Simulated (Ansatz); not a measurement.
## Effect of pressure 22.5 GPa on AlN

Take AlN in the zinc blende structure (space group F-43m, No. 216; a = 4.378 Å) as the base.

It is then changed as follows: cell and atoms relaxed at a pressure of 22.5 GPa.

Level of theory: PBEsol/PAW in Ansatz (an electronic-structure program), spin-orbit coupling left out. k-mesh 13×13×13 (Γ-centred); smearing 0.05 eV (Fermi–Dirac).

| quantity | base | changed | shift |
|---|---|---|---|
| volume per atom | 10.49 Å³ | 9.55 Å³ | -0.94 Å³ |
| density | 3.25 g/cm³ | 3.56 g/cm³ | +0.319 g/cm³ |
| shortest interatomic distance | 1.896 Å | 1.837 Å | -0.0583 Å |
| band gap | 3.19 eV | 3.23 eV | +0.04 eV |
| gap character | indirect, Γ → X | indirect, Γ → X | – |
| smallest direct gap | 4.06 eV | 4.90 eV | +0.84 eV |
| mean gap deformation potential ΔEg/Δln V | – | -0.4 eV | – |
| width of the top valence band | 2.72 eV | 2.93 eV | +0.21 eV |
| electron mass | 0.52 mₑ along k, 0.32 mₑ across (at X) | 0.51 mₑ along k, 0.31 mₑ across (at X) | – |

Final structure:

```yaml
crystal:
  lattice:
    - [0.00000, 2.12150, 2.12150]
    - [2.12150, 0.00000, 2.12150]
    - [2.12150, 2.12150, 0.00000]
  atoms:
    - { symbol: Al, position: [0.00000, 0.00000, 0.00000] }
    - { symbol: N, position: [0.25000, 0.25000, 0.25000] }
```

Load acts through the strain it causes; cell and atoms are relaxed under it. Effective masses come from finite differences of ±0.01 Å⁻¹. Along k means along the line from Γ to the band edge. No phonon test of stability was made. Tetrahedral semiconductors of this kind turn to denser phases somewhere between about 1 and 50 GPa; those were not computed, so compressed cells here can lie past the real transition. This is not the structure that AlN has at room temperature and ambient pressure.
